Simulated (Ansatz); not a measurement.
Take GaN in the NiAs type structure (space group P6_3/mmc, No. 194; a = 2.9687 Å, c = 5.0409 Å; a model cell, its experimental status unchecked) as the base. Axes: x lies along a and z along c of the hexagonal cell.

The change: tensor shear ε_xy = −1.97 % (engineering shear γ = -0.0394); the atoms relax in the strained cell.

Levels (all Ansatz, an electronic-structure program, PAW): PBEsol (420 eV, no SOC); r2SCAN (500 eV, spin-orbit coupling left out).

The geometry is relaxed with PBEsol.

| Item | Value |
|---|---|
| PBEsol band gap | 1.19 eV |
| PBEsol smallest direct gap | 1.61 eV |
| PBEsol pressure | 0.44 GPa |

With r2SCAN at the same geometry, the band gap grows by 0.66 eV, from 1.19 eV to 1.85 eV; the smallest direct gap goes up by 0.49 eV to 2.10 eV; the pressure drops by 0.626 GPa to -0.18 GPa.

Single points use the geometry relaxed with PBEsol. Their cutoffs differ, which shifts pressures a little. Whether these cells are dynamically stable was not tested. This is not the structure that GaN has at room temperature and ambient pressure.
